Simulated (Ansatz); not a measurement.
## TiAl (space group P4/mmm, No. 123)

```xyz
2
Lattice="2.8243 0.0000 0.0000 0.0000 2.8243 0.0000 0.0000 0.0000 4.0708" Properties=species:S:1:pos:R:3 pbc="T T T"
Ti     0.0000     0.0000     0.0000
Al     1.4121     1.4121     2.0354
```

The values are results of PBE/PAW in Ansatz (a program for electronic structure), no SOC, not measurements. Settings: 16×16×12 k-points, 0.05 eV Fermi–Dirac smearing.

| Property | Value |
|---|---|
| Volume per atom | 16.24 Å³ |
| Density | 3.83 g/cm³ |
| Band gap | zero |
| Total energy | -1518.990 eV/atom (σ→0; compares only within this code and set-up) |

Whether these cells are dynamically stable was not tested. The final runs are not spin-polarised.
